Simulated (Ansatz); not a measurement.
Faces of rock-salt MgO in 1x1 cells, as slabs relaxed from ideal cuts; for each face the lowest of the symmetric, stoichiometric cuts and spin starts that were computed. Real faces may reconstruct in larger cells. No spin-orbit coupling, no Hubbard U.

Calculation: PBE (plane waves to 420 eV, PAW; Ansatz, a quantum-chemistry and plane-wave program).

```csv
face,cell area (Å²),outermost plane spacing of the ideal cut (Å),γ unrelaxed (J/m²),γ relaxed (J/m²),"ionisation potential, top face (eV)"
(100),9.05,2.13,0.90,0.88,[?]
(110),12.79,1.50,2.31,[?],5.57
(210),20.23,0.95,1.81,1.54,[?]
(211),22.16,0.87,3.85,3.00,[?]
(221) (8 Mg–O bonds broke),27.14,0.71,4.29,2.76,4.94
```

Question: Fill in the missing entries.

Answer: 
- (100), ionisation potential, top face (eV): 5.20
- (110), γ relaxed (J/m²): 2.14
- (210), ionisation potential, top face (eV): 5.35
- (211), ionisation potential, top face (eV): 5.79
